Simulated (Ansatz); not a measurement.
The parent structure is Ti in the hcp (Mg type) structure (space group P6_3/mmc, No. 194; a = 2.9359 Å, c = 4.6365 Å).

Calculations: r2SCAN/PAW in Ansatz (a first-principles code), spin-orbit coupling left out.

For the base:

The lattice parameter a comes out as 2.936 Å.

The change: cell and atoms relaxed at a pressure of 0.9 GPa.

What happens to the lattice parameter a?

The lattice parameter a decreases by 0.0074 Å, from 2.936 Å to 2.928 Å.

Load acts through the strain it causes; cell and atoms are relaxed under it. No phonon test of stability was made. All final runs are without spin polarisation.
